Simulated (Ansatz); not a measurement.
Reference: CsPbCl₃ (Pm-3m), PBEsol with spin-orbit coupling, rigid bands (plane waves, PAW; Ansatz, a program for electronic structure); axes and stresses refer to this cell.

```
CsPbCl3
1.0
    5.61822     0.00000     0.00000
    0.00000     5.61822     0.00000
    0.00000     0.00000     5.61822
Cs Pb Cl
1 1 3
Direct
  0.00000   0.00000   0.00000
  0.50000   0.50000   0.50000
  0.00000   0.50000   0.50000
  0.50000   0.00000   0.50000
  0.50000   0.50000   0.00000
```

Seebeck coefficient, p-type 1e19 cm⁻³: 89 μV/K
electron conductivity mass: 0.164 mₑ
Seebeck coefficient, n-type 1e19 cm⁻³: -97 μV/K

| Change | Seebeck coefficient, p-type 1e19 cm⁻³ | electron conductivity mass | Seebeck coefficient, n-type 1e19 cm⁻³ |
|---|---|---|---|
| functional PBE, cell relaxed with it | 114 μV/K | ___ | -120 μV/K |
| uniaxial stress zz = 1 GPa (compression positive) | 85 μV/K | ___ | ___ |
| uniaxial stress zz = 2 GPa (compression positive) | 81 μV/K | ___ | -90 μV/K |

Question: Complete the blanks.

Answer: 
- functional PBE, cell relaxed with it, electron conductivity mass: 0.22 mₑ
- uniaxial stress zz = 1 GPa (compression positive), electron conductivity mass: 0.156 mₑ
- uniaxial stress zz = 1 GPa (compression positive), Seebeck coefficient, n-type 1e19 cm⁻³: -94 μV/K
- uniaxial stress zz = 2 GPa (compression positive), electron conductivity mass: 0.147 mₑ

Masses are for dilute carriers at 300 K, harmonic means over directions unless an axis is named. Seebeck coefficients are for the stated density at 300 K, with one relaxation time for all states and whether or not that doping can be reached. Stresses and pressures are the targets of the relaxation.  The structure type is held under load, also where the real crystal would transform.

CsPbCl3 (Pm-3m): a high-temperature phase held by its symmetry.
